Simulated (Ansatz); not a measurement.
Results of r²SCAN in Ansatz (PAW) for ReB₂ (model structure, started from the AlB2 type, P6/mmm, No. 191, 3 atoms in the cell).

Run with plane-wave cutoff 560 eV, 24×24×16 k mesh (along the axes of the cell as run), Fermi–Dirac smearing 0.05 eV, no spin polarisation, scalar-relativistic PAW data made under PBE.

Cell (relaxed at this level):

Space group P6/mmm (No. 191); a = b = 2.9335 Å, c = 3.4776 Å, α = β = 90.00°, γ = 120.00°

```
atom  site  symmetry       x       y       z
----  ----  --------  ------  ------  ------
Re      1a     6/mmm  0.0000  0.0000  0.0000
B       2d      -6m2  0.3333  0.6667  0.5000
```

**Question.** Give the computed bulk modulus.

**Answer.** 
- bulk modulus: 336 GPa

Note: the run has no spin polarisation, so it can have missed a magnetic state; the bulk modulus is −V dP/dV from two relaxed cells at ±2 % in volume; the relaxation could raise the start's symmetry but not lower it, so the cell can be a saddle point.

Spin–orbit coupling is not included; it can open a gap where bands touch, and shift volumes and moduli.

The result took very roughly 4 core-minutes.

A model structure was made by putting elements into a prototype or built by hand; it is no filed structure, need not be a known phase, and can be a saddle point held by its symmetry.

Ansatz is a first-principles code.
